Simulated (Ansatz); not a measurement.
We consider PdSb (P6₃/mmc, No. 194, 4 atoms in the cell; start mp-1769), described by PBEsol (Ansatz, a quantum-chemistry and plane-wave program, PAW).

Numerical settings: plane-wave cutoff 520 eV, 18×18×10 k mesh (along the axes of the cell as run), Fermi–Dirac smearing 0.05 eV, scalar-relativistic PAW data made under PBE.

Cell (relaxed at this level):

```cif
data_Pd2Sb2
_chemical_formula_sum 'Sb2 Pd2'
_space_group_name_H-M_alt 'P63/mmc'
_space_group_IT_number 194
_space_group_name_Hall '-P 6c 2c'
_cell_length_a 4.08751
_cell_length_b 4.08751
_cell_length_c 5.57357
_cell_angle_alpha 90.000
_cell_angle_beta 90.000
_cell_angle_gamma 120.000
loop_
_atom_site_label
_atom_site_type_symbol
_atom_site_symmetry_multiplicity
_atom_site_Wyckoff_symbol
_atom_site_fract_x
_atom_site_fract_y
_atom_site_fract_z
_atom_site_occupancy
Sb1 Sb 2 c 0.33333 0.66667 0.25000 1
Pd1 Pd 2 a 0.00000 0.00000 0.00000 1
```

Q: Give the computed bulk modulus.

A: 
* **bulk modulus**: 122 GPa

The run finds no gap.

Note: the bulk modulus is −V dP/dV from two relaxed cells at ±2 % in volume; the relaxation could not lower the start's symmetry, so the cell can be a saddle point above a distorted one.

Spin–orbit coupling is not included; it can open a gap where bands touch, and shift volumes and moduli.

Computed values are for the static lattice.

Cost on a shared machine: about 2.9 core-minutes (a rough figure).

A start named mp-… is a Materials Project structure, which need not be a measured phase.
